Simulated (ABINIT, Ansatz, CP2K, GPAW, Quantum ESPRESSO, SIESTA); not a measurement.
# One structure in several programs: Ta₂N (P-3m1, 3 atoms in the cell)

Self-consistent single point.

```
CELL_PARAMETERS angstrom
      3.11286     0.00000     0.00000
     -1.55643     2.69582     0.00000
      0.00000     0.00000     4.86984
ATOMIC_POSITIONS crystal
  Ta 0.66667 0.33333 0.74529
  Ta 0.33333 0.66667 0.25471
  N  0.00000 0.00000 0.00000
```

All programs got the same cell, k-point mesh and kind of occupations (in Ansatz's words: kpoints.mp_grid.grid = 10 10 6; scf.occupations.method = fermi_dirac; scf.occupations.width = 0.136 eV); potentials, basis and cutoffs are each program's usual ones.

```csv
code,model,pressure (GPa),largest force (eV/Å),k-points,cutoff
ABINIT,"PBE, norm-conserving pseudopotentials (PseudoDojo nc-sr-05 PBE standard)",-1.19,0.005,72,42 Ha
SIESTA,"GGA PBE, numerical atomic orbitals DZP, PseudoDojo PBE standard norm-conserving potentials (rewritten from UPF to PSML)",-1.05,0.488,338,grid 300 Ry
Ansatz,"PBE, default PAW files",-1.40,0.028,72,default
Quantum ESPRESSO,"PBE, GBRV 1.5 ultrasoft (PBE) pseudopotentials",-2.73,0.001,72,40 Ry
GPAW,"PBE, GPAW PAW datasets PBE (gpaw-data 1.0.1)",–,0.020,72,950 eV
CP2K,"PBE, GPW, DZVP-MOLOPT-SR-GTH basis, GTH-PBE potentials (GTH_POTENTIALS)",-4.03,0.164,304,grid 500 Ry
```

A dash marks a value that a program does not give, or that is left out as unsure.

The spread over the programs that give each value: pressure within 2.98 GPa; largest force within 0.487 eV/Å.

The starting cell comes from a database of computed structures (which also holds hypothetical and non-ambient phases and stackings), without a prior relaxation at this level. On Ansatz's run: Spin-orbit coupling is off. Spin polarisation is off; with an odd number of electrons in the cell that forces a metal, and a magnetic state may lie lower.

**Question.** Why do the programs differ, and what cannot be compared?

**Answer.** Differences of this kind can come from the potentials, where these differ, and from what each basis and cutoff leave unconverged. The zero of total energies and Fermi levels follows the potentials and each program's conventions, so they are not compared here. SIESTA and CP2K use small atom-centred bases, whose incompleteness enters pressures, forces and empty levels differently from a plane-wave cutoff. Ansatz's pressure is given at a fixed set of plane waves, as the other plane-wave codes print theirs; with its correction for the finite basis it is -1.11 GPa (the shift of 0.28 GPa shows how far the cutoff is from converged). The pressure of GPAW is left out: its cutoff lies under the one at which its stress was checked. The programs reduce the same mesh by symmetry to different extents, which changes the work and not the result. In the pressure, Quantum ESPRESSO (by 1.34) and CP2K (by 2.64) lie more than 1 GPa from the median of the plane-wave programs. In the force vectors, SIESTA (by 0.490) and CP2K (by 0.161) lie more than 0.08 eV/Å from the median of the plane-wave programs.

Left out of this page: Elk and FLEUR (not drawn, or without a comparable value).

Ansatz is a quantum-chemistry and plane-wave program.

Keys are those of Ansatz 0.2.
